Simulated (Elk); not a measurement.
A self-consistent single point of Sb (Pm-3m, 1 atom in the cell) with Elk.

Level of theory: Elk 10.2.4 with PBEsol, all-electron FP-LAPW, Elk's shipped species files, default APW+lo basis.

The change in words: lattice scaled by 0.98. Reference geometry:
```yaml
crystal:
  lattice:
    - [3.15148, 0.00000, 0.00000]
    - [0.00000, 3.15148, 0.00000]
    - [0.00000, 0.00000, 3.15148]
  atoms:
    - { symbol: Sb, position: [0.00000, 0.00000, 0.00000] }
```

Reference input (self-consistent single point, DFT, PBEsol, all-electron FP-LAPW, Elk's shipped species files, default APW+lo basis): xctype = 22; stype = 0; swidth = 0.00999582 Ha; ngridk = 14 14 14; maxscl = 100. This run's input differs from it in these lines:

```diff
@@ -16,5 +16,5 @@
 avec
-    5.9554378667    0.0000000000    0.0000000000
-    0.0000000000    5.9554378667    0.0000000000
-    0.0000000000    0.0000000000    5.9554378667
+    5.8363284291    0.0000000000    0.0000000000
+    0.0000000000    5.8363284291    0.0000000000
+    0.0000000000    0.0000000000    5.8363284291
```

The program printed (abridged):

```
│ Self-consistent loop started │
│ Loop number : 1 │
 total energy                :     -6484.85839621
│ Loop number : 2 │
 total energy                :     -6484.84235647
RMS change in Kohn-Sham potential (target) :   0.8793357554E-01 (  0.1000000000E-05)
Absolute change in total energy (target)   :   0.1603973903E-01 (  0.1000000000E-03)
│ Loop number : 3 │
 total energy                :     -6484.66804219
RMS change in Kohn-Sham potential (target) :   0.8396481254E-01 (  0.1000000000E-05)
Absolute change in total energy (target)   :   0.1783242160     (  0.1000000000E-03)
│ Loop number : 4 │
   [... lines left out ...]
Absolute change in total energy (target)   :   0.1708158663E-02 (  0.1000000000E-03)
│ Loop number : 12 │
 total energy                :     -6480.87783145
RMS change in Kohn-Sham potential (target) :   0.1463798997E-06 (  0.1000000000E-05)
Absolute change in total energy (target)   :   0.4252775670E-03 (  0.1000000000E-03)
│ Loop number : 13 │
 total energy                :     -6480.87783804
RMS change in Kohn-Sham potential (target) :   0.3225054815E-07 (  0.1000000000E-05)
Absolute change in total energy (target)   :   0.9973553369E-04 (  0.1000000000E-03)
Convergence targets achieved

│ Loop number : 14 │

Energies :
 Fermi                       :     0.232090314974
 total energy                :     -6480.87783856

Density of states at Fermi energy :    14.54579864
 (states/Hartree/unit cell)

Estimated indirect band gap :   0.8698621103E-03
 from k-point     23 to k-point    101
Estimated direct band gap   :   0.2547673556E-01
 at k-point     86

Charges :
 core                        :    36.00000000
 valence                     :    15.00000000
 interstitial                :    2.066228815
 muffin-tins (core leakage)
  species :    1 (Sb)
   atom    1                 :    48.93377119     (  0.7906363063E-03)
 total in muffin-tins        :    48.93377119
 total calculated charge     :    50.99752962
 total charge                :    51.00000000
 error                       :   0.2470378791E-02

│ Self-consistent loop stopped │
```

The run converged in 14 iterations. The count includes the last loop, which Elk runs after its targets are met. Against the reference run the total energy drops by 36.8 meV/atom.

The starting cell comes from a database of computed structures (which also holds hypothetical and non-ambient phases and stackings), without a prior relaxation at this level. Its lattice was rescaled by a random factor within 2.5 % of one. For this run, on top of that: lattice scaled by 0.98. Spin-orbit coupling is off. Values depend on the basis (sphere radii, cutoffs, local orbitals), which need not be converged. The log's line on a gap gives a spacing of levels on this mesh, which the program prints for metals too.
